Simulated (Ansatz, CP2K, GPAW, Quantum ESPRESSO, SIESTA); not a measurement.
# La (P6_3/mmc, 4 atoms in the cell) computed with different codes at matched settings

Self-consistent single point.

```yaml
crystal:
  lattice:
    - [1.88500, -3.26492, 0.00000]
    - [1.88500, 3.26492, 0.00000]
    - [0.00000, 0.00000, 12.16000]
  atoms:
    - { symbol: La, position: [0.00000, 0.00000, 0.50000] }
    - { symbol: La, position: [0.00000, 0.00000, 0.00000] }
    - { symbol: La, position: [0.33333, 0.66667, 0.25000] }
    - { symbol: La, position: [0.66667, 0.33333, 0.75000] }
```

All programs got the same cell, k-point mesh and kind of occupations (in Ansatz's words: kpoints.mp_grid.grid = 7 7 2; scf.occupations.method = fermi_dirac; scf.occupations.width = 0.0073 Ry); potentials, basis and cutoffs are each program's usual ones.

```json
[
 {"code": "SIESTA", "model": "GGA PBE, numerical atomic orbitals DZP, PseudoDojo PBE standard norm-conserving potentials (rewritten from UPF to PSML)", "pressure (GPa)": "2.01", "k-points": "53", "cutoff": "grid 300 Ry"},
 {"code": "Ansatz", "model": "PBE, default PAW files", "pressure (GPa)": "-0.23", "k-points": "16", "cutoff": "default"},
 {"code": "GPAW", "model": "PBE, GPAW PAW datasets PBE (gpaw-data 1.0.1)", "pressure (GPa)": "-0.11", "k-points": "16", "cutoff": "850 eV"},
 {"code": "Quantum ESPRESSO", "model": "PBE, GBRV 1.5 ultrasoft (PBE) pseudopotentials", "pressure (GPa)": "-0.05", "k-points": "16", "cutoff": "40 Ry"},
 {"code": "CP2K", "model": "PBE, GPW, DZVP-MOLOPT-SR-GTH basis, GTH-PBE potentials (GTH_POTENTIALS)", "pressure (GPa)": "1.28", "k-points": "50", "cutoff": "grid 500 Ry"}
]
```

The spread over the programs that give each value: pressure within 2.24 GPa.

The starting cell has typed, rounded lattice constants, without a prior relaxation at this level.

Why do the programs differ, and what cannot be compared?

Differences of this kind can come from the potentials, where these differ, and from what each basis and cutoff leave unconverged. The zero of total energies and Fermi levels follows the potentials and each program's conventions, so they are not compared here. SIESTA and CP2K use small atom-centred bases, whose incompleteness enters pressures, forces and empty levels differently from a plane-wave cutoff. Ansatz's pressure is given at a fixed set of plane waves, as the other plane-wave codes print theirs. Ansatz's smearing width was typed in Ry to four decimals, so it matches the others to a few per cent. The programs reduce the same mesh by symmetry to different extents, which changes the work and not the result. In the pressure, SIESTA (by 2.12) and CP2K (by 1.39) lie more than 1 GPa from the median of the plane-wave programs.

Left out of this page: ABINIT (stopped by limits of time or memory); Elk and FLEUR (not drawn, or without a comparable value).

Ansatz is an electronic-structure program.

Keys are those of Ansatz 0.2.
